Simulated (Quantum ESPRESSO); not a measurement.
**Parameter sweep on Sb2AsS2 (C2/m, 10 atoms in the cell)**

```
Sb2AsS2
1.0
    5.37500    -1.97950     0.00000
    5.37500     1.97950     0.00000
   -5.32784     0.00000    11.29664
Sb As S
4 2 4
Direct
  0.95480   0.95480   0.17550
  0.04520   0.04520   0.82450
  0.81190   0.81190   0.39790
  0.18810   0.18810   0.60210
  0.39420   0.39420   0.01560
  0.60580   0.60580   0.98440
  0.21140   0.21140   0.23760
  0.78860   0.78860   0.76240
  0.59370   0.59370   0.40840
  0.40630   0.40630   0.59160
```

Base run A: PBEsol, GBRV 1.5 ultrasoft (PBESOL) pseudopotentials in Quantum ESPRESSO 7.5, self-consistent single point.

Its settings: ecutwfc = 40 Ry; ecutrho = 200 Ry; occupations = smearing; smearing = methfessel-paxton; degauss = 0.0099958 Ry; potentials = {Sb: sb_pbesol_v1.4.uspp.F.UPF, As: as_pbesol_v1.uspp.F.UPF, S: s_pbesol_v1.4.uspp.F.UPF}; K_POINTS = automatic 3 3 1 0 0 0; conv_thr = 1e-11 Ry.

The starting cell comes from a database of published, mostly measured structures (it also holds non-ambient and calculated ones), without a prior relaxation at this level. Spin-orbit coupling is off.

ΔF is the free energy per atom less that of run A. A dash stands where there is no value to compare (another energy zero or no entropy term, no result, no spin, no clean gap, or a mesh too coarse for one). 

Run A gave: pressure (GPa) -0.44; largest force (eV/Å) 0.641; gap on the mesh (eV) 0.471; TS (meV/atom) -0.4.

Runs:
- B: degauss = 0.0018375 Ry
- C: degauss = 0.0147 Ry
- D: degauss = 0.036749 Ry
- E: degauss = 0.058799 Ry

What does run D change against A?

The free energy rises by 2.8 meV/atom, the pressure stays near -0.47 GPa while the xx stress (positive for compression) goes from -0.66 to -0.34 GPa and the largest force goes from 0.641 to 0.622 eV/Å.

What does run E change against A?

The free energy rises by 9.9 meV/atom, the pressure stays near -0.53 GPa while the xx stress (positive for compression) goes from -0.66 to -0.02 GPa and the largest force moves little (0.641 to 0.642 eV/Å).

| run | ΔF (meV/atom) | pressure (GPa) | largest force (eV/Å) | gap on the mesh (eV) | TS (meV/atom) |
|---|---|---|---|---|---|
| A | 0.00 | -0.44 | 0.641 | 0.471 | -0.4 |
| B | -0.06 | -0.44 | 0.639 | 0.472 | 0.0 |
| C | 0.32 | -0.44 | 0.642 | 0.470 | -1.2 |
| D | 2.8 | -0.47 | 0.622 | – | -6.4 |
| E | 9.9 | -0.53 | 0.642 | – | -28.4 |
